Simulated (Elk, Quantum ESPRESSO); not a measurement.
**TbHg (Pm-3m, 2 atoms in the cell) computed with different codes at matched settings**

Self-consistent single point, at a second geometry (lattice scaled by 0.98). First geometry:

```yaml
crystal:
  lattice:
    - [3.71131, 0.00000, 0.00000]
    - [0.00000, 3.71131, 0.00000]
    - [0.00000, 0.00000, 3.71131]
  atoms:
    - { symbol: Tb, position: [0.50000, 0.50000, 0.50000], spin: 6.0 }
    - { symbol: Hg, position: [0.00000, 0.00000, 0.00000] }
```
(The spins are starting values, not results.)

Shared settings, as Quantum ESPRESSO writes them: occupations = smearing; smearing = fd; degauss = 0.0073499 Ry; nspin = 2; K_POINTS = automatic 6 6 6 0 0 0. Potentials and cutoffs stand in the table.

```csv
code,model,ΔF from the first geometry (meV/atom),size of the net moment (μB/atom),cutoff
Elk,"LDA (PW92), all-electron FP-LAPW, Elk's shipped species files, APW+lo basis with extra local orbitals",-19.7,2.90,rgkmax 8
Quantum ESPRESSO,"LDA (PZ), SSSP 1.1.2 efficiency (PBE) pseudopotentials",-20.4,2.96,60 Ry
```

On Elk's run: spin-orbit coupling is off. With one magnetic atom in the cell only a parallel order is possible. With U or open f shells several self-consistent states can exist. The f electrons are in the valence without U or exact exchange, which can misplace them near the Fermi level. Spin-orbit terms, which matter for f shells, are left out.

The spread over the programs that give each value: ΔF from the first geometry within 0.7 meV/atom; size of the net moment within 0.06 μB/atom.

Elk treats all electrons, but the usual bases taken here (sphere radii, linearisation, local orbitals, empty states) were not tested for convergence, so the values are no reference for the others. The same LDA comes in different parametrisations, which differ slightly.

The starting cell comes from a database of computed structures (which also holds hypothetical and non-ambient phases and stackings), without a prior relaxation at this level. For this run, on top of that: lattice scaled by 0.98.

Left out of this page: Ansatz and FLEUR (with a known weakness of the program); GPAW (failed or unconverged).
